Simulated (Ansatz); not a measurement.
Output of an Ansatz run (abridged):

```
WARN the atoms were moved onto the symmetric positions of the space group found under crystal.symmetry.tolerance 1.0e-5 (fractional …
WARN ansatz: RAYON_NUM_THREADS=1 ignored (pool sized by the plan → 1); use --threads N
Pseudopotentials: kind: paw
Pseudopotential: Cd, paw, valence charge 20
Pseudopotential: Se, paw, valence charge 16
Pseudopotential: S, paw, valence charge 6
Crystal: 4 atoms, lattice volume = 113.105 Å³
Basis set: ecut = 420 eV, 2213 PW (Γ), exchange–correlation on 60×60×96 points (8 copies of the dense FFT grid, shifted against one another)
Bands: 38, of which v1, the nominal top of the filled ones, is band 31 counted from 1 (30 counted from 0)
Symmetry: 6 space group operations
Space group: P3m1 (ITA 156), of the structure as read, at distance tolerance 4.8e-5 Å
k-points: 28 of 196 (time reversal used)
PAW frozen core: Cd, regenerated for the run's functional, and the local potential with it
PAW frozen core: Se, regenerated for the run's functional, and the local potential with it
PAW frozen core: S, regenerated for the run's functional, and the local potential with it
Initial density: superposition of atomic densities (neutral atoms: chi_scale 0, normalization atom), corrected by the library's trained network
Initial wavefunctions: pseudopotential atomic-orbital guess
Eigensolver: davidson
Functional: x = pbesol(κ = 0.804, μ = 0.12345679012345678), c = pbesol(β = 0.046)
SCF iter   1: F=—  HF=-22679.520467 eV  |F-HF|=—  |Δ(HF+E_count)|=         —  Δρ=4.76e-3  dr2=3.49e-2  ethr=1.77e-3  ⟨swp⟩=6.4  Hψ=4093  notcnv=0  defer=4
all-band conjugate gradients solve this SCF's bands
preconditioner: auto → Resta (q_TF=auto, 2.468 Å⁻¹)
SCF iter   2: F=—  HF=-22679.511541 eV  |F-HF|=—  |Δ(HF+E_count)|=   8.93e-3  Δρ=1.75e-3  dr2=5.60e-3  ethr=5.62e-5  ⟨swp⟩=3.0  Hψ=2038  notcnv=0  defer=44
SCF iter   3: F=—  HF=-22679.510311 eV  |F-HF|=—  |Δ(HF+E_count)|=   1.23e-3  Δρ=4.95e-4  dr2=3.88e-4  ethr=9.03e-6  ⟨swp⟩=2.0  Hψ=1464  notcnv=0  defer=44
SCF iter   4: F=—  HF=-22679.510417 eV  |F-HF|=—  |Δ(HF+E_count)|=   1.06e-4  Δρ=1.94e-4  dr2=6.59e-5  ethr=6.25e-7  ⟨swp⟩=2.0  Hψ=1503  notcnv=0  defer=44
SCF iter   5: F=—  HF=-22679.510482 eV  |F-HF|=—  |Δ(HF+E_count)|=   6.52e-5  Δρ=6.64e-5  dr2=9.18e-6  ethr=1.06e-7  ⟨swp⟩=2.0  Hψ=1644  notcnv=0  defer=44
SCF iter   6: F=—  HF=-22679.510497 eV  |F-HF|=—  |Δ(HF+E_count)|=   1.50e-5  Δρ=2.83e-5  dr2=1.15e-6  ethr=1.48e-8  ⟨swp⟩=2.0  Hψ=1644  notcnv=0  defer=44
SCF iter   7: F=—  HF=-22679.510499 eV  |F-HF|=—  |Δ(HF+E_count)|=   1.72e-6  Δρ=1.27e-5  dr2=1.84e-7  ethr=1.85e-9  ⟨swp⟩=2.0  Hψ=1728  notcnv=0  defer=44
SCF iter   8: F=-22679.510499 eV  HF=-22679.510499 eV  |F-HF|=3.95e-8  |Δ(HF+E_count)|=   3.11e-7  Δρ=3.09e-6  dr2=1.48e-8  ethr=1.61e-10  ⟨swp⟩=8.3  Hψ=4666  notcnv=0
SCF 1 converged in 8 iterations: F = -22679.510499 eV  dr2 = 1.48e-8
SCF converged after 8 iterations
Free energy (F): -22679.510499 eV
Harris-Foulkes:  -22679.510499 eV  (|F-HF|=3.95e-8)
Internal energy: -22679.510464 eV  (E = F + TS)
E sigma→0 (E₀):  -22679.510482 eV
Entropy (-TS):   -0.000035 eV (-0.009 meV/atom)
Fermi energy:    6.564554 eV
--- Per-component energies (eV) ---
  E_band       = -1451.299932
  E_kinetic    = 1231.656776
  E_local      = -10882.738561  (includes V_loc(G=0)·N_el)
  E_nonlocal   = -490.334857
  E_hartree    = 5091.165036
  E_xc         = -547.992282
  E_vxc        = -624.380001  (∫ρ·V_xc dr)
  E_paw        = -10480.592877  (= ΣΔE_a)
  E_vpaw       = -867.836755  (= ΣTr[D̂ρ^β])
  E_aug_tail   = -0.000582  (compensation charges beyond the density's cutoff)
  E_ewald      = -6602.427438
  E_core_change = 1.754319  (= ΣΔE_core)
  E_smearing   = -0.000035  (= −TS)
  E_closure    = -0.000000  (closes the sum)
  Σ components = -22679.510499   (vs F -22679.510499, Δ=0.00e0)
--- Forces (eV/Å), atoms counted from 1 ---
  atom   1  Cd     0.00000000     0.00000000    -0.27312458
  atom   2  Cd    -0.00000000    -0.00000000     0.09364369
  atom   3  Se    -0.00000000    -0.00000000     0.05617237
  atom   4  S      0.00000000     0.00000000     0.12327900
  max |Σ_I F_I| component: 2.95e-5 eV/Å
--- Stress (GPa, compression-positive) ---
       -3.103952       0.000000       0.000000
        0.000000      -3.103952       0.000000
        0.000000       0.000000      -3.601925
  P = ⅓ Tr σ = -3.2699 GPa (-32.699 kbar)
  The stress holds the Pulay correction. Without it, at fixed plane waves, as pw.x and ABINIT print it: P = -3.2922 GPa
--- Band table (eV; the first three rows and the last of 28) ---
  k-point 0: bands = ["-95.0743", "-95.0561", "-56.1848", "-56.1688", "-56.1688", "-56.1599", "-56.1599", "-56.1469", "-40.3053", "-40.3035", "-40.3035", "-40.2999", "-40.2999", "-6.0126", "-5.5309", "-1.4183", "-1.4183", "-1.4016", "-1.3586", [...]
  k-point 1: bands = ["-95.0743", "-95.0561", "-56.1848", "-56.1688", "-56.1688", "-56.1599", "-56.1599", "-56.1469", "-40.3053", "-40.3035", "-40.3035", "-40.2999", "-40.2999", "-5.9772", "-5.5645", "-1.4119", "-1.4119", "-1.3693", "-1.3693", [...]
  k-point 2: bands = ["-95.0743", "-95.0561", "-56.1848", "-56.1688", "-56.1688", "-56.1599", "-56.1599", "-56.1469", "-40.3053", "-40.3035", "-40.3035", "-40.2999", "-40.2999", "-5.9344", "-5.6056", "-1.3970", "-1.3970", "-1.3886", "-1.3886", [...]
  k-point 27: bands = ["-95.0743", "-95.0561", "-56.1848", "-56.1690", "-56.1690", "-56.1601", "-56.1600", "-56.1469", "-40.3052", "-40.3036", "-40.3035", "-40.2999", "-40.2999", "-5.6658", "-5.3649", "-1.2919", "-1.2705", "-1.2624", "-1.2470", [...]
```

The structure:

```
CELL_PARAMETERS angstrom
      4.31054     0.00000     0.00000
     -2.15527     3.73304     0.00000
      0.00000     0.00000     7.02889
ATOMIC_POSITIONS crystal
  Cd 0.00000 0.00000 0.49734
  Cd 0.33333 0.66667 0.00964
  Se 0.33333 0.66667 0.62575
  S  0.00000 0.00000 0.12238
```

Question: Reconstruct the input of this run.

Answer: Other spellings and defaults could give the same log, and not every line can be read from it. The input that was run (DFT, PBEsol, plane waves, default PAW files made with PBE):

Ansatz 0.2 input:
```yaml
# Cd2SeS
crystal:
  lattice:
    - [4.310543, 0.000000, 0.000000]
    - [-2.155271, 3.733040, 0.000000]
    - [0.000000, 0.000000, 7.028894]
  atoms:
    - { symbol: Cd, position_ang: [0.000000, 0.000000, 3.495771] }
    - { symbol: Cd, position_ang: [-0.000002, 2.488695, 0.067759] }
    - { symbol: Se, position_ang: [-0.000002, 2.488695, 4.398330] }
    - { symbol: S, position_ang: [0.000000, 0.000000, 0.860196] }
basis:
  ecutwfc: 420.0 eV
kpoints:
  mp_grid: { grid: [7, 7, 4] }
hamiltonian:
  xc: pbesol
  pseudopotentials: { kind: paw }
scf:
  occupations: { method: fermi_dirac, width: 0.05 eV }
output:
  forces: true
  eigenvalues: true
  stress: true
```

The starting cell comes from a database of computed structures (which also holds hypothetical and non-ambient phases and stackings), without a prior relaxation at this level. Its lattice was rescaled by up to half a per cent. One atom was moved a little off its site on purpose. With a pressure of about -3 GPa the cell is away from its equilibrium volume at this level. Ansatz's pressure includes its estimate of the finite-basis (Pulay) stress.

Ansatz is a quantum-chemistry and plane-wave program.
